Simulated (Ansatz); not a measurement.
CsCl-type AuZn (cubic form, which distorts at low temperature) was calculated with LDA in Ansatz (plane waves, PAW).

Numerical settings: plane-wave cutoff 520 eV, 12×12×12 k mesh, Fermi–Dirac smearing 0.1 eV, perturbation theory, scalar-relativistic PAW data made under PBE.

Computed at the level's own relaxed cell.

Harmonic phonon frequencies (cm⁻¹; i marks an imaginary mode):

```tsv
q point	frequencies
Γ	0 0 0 148 148 148
X	59 59 105 132 132 168
M	?
```

### Question
Fill in the missing entries.

### Answer

- M, frequencies: 18 18 66 132 182 182

No imaginary mode appears at these points.

Note: symmetry holds this phase in the static calculation, where it need not be a minimum.

Ansatz is a first-principles code.
